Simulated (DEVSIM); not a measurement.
Device: Al/Al2O3/p-Si capacitor, at 400 K.

Layer 1 from the left is Al2O3, thickness (nm) 2.70. Layer 2 from the left is Si, thickness (nm) 490, Na (cm⁻³) 1.4e18.

Metal gate on the left, work function 4.1 eV. Fixed charge at the semiconductor interface 1.1e11 cm⁻² (in units of +e); no interface traps.

This is a model device: material constants are rounded textbook-type values typed into the input, and sizes, dopings and lifetimes were drawn at random. Values at 300 K; Nc and Nv go as T^1.5, mobilities as T to minus their exponent, the gap by Varshni's rule with the affinity fixed.

Al2O3: gap (eV) 6.8, affinity (eV) 1.35, permittivity 9. Si: gap (eV) 1.124, affinity (eV) 4.05, permittivity 11.7, Nc (cm⁻³) 2.86e19, Nv (cm⁻³) 3.1e19, Varshni α (eV/K) 0.000473, Varshni β (K) 636.

**Question.** Estimate by hand the flat-band voltage, the threshold voltage, and compare with a numerical solution.

**Answer.** 
- Flat-band voltage: C = 2.95 μF/cm², work-function difference -0.925 V; VFB = φms − qNf/C = -0.93 V; numerical -0.93 V.
- Threshold voltage: φF = 0.428 V, depletion charge √(4εqNφF) = 6.31e-7 C/cm²; VT = VFB + 2φF + Qd/C = 0.14 V; numerical 0.14 V.

Model (solved in DEVSIM): 1D Poisson equation in equilibrium, Boltzmann statistics, complete ionisation; no quantum confinement or tunnelling. Metal contacts follow the ideal Schottky-Mott rule: no Fermi-level pinning, no interface dipoles.
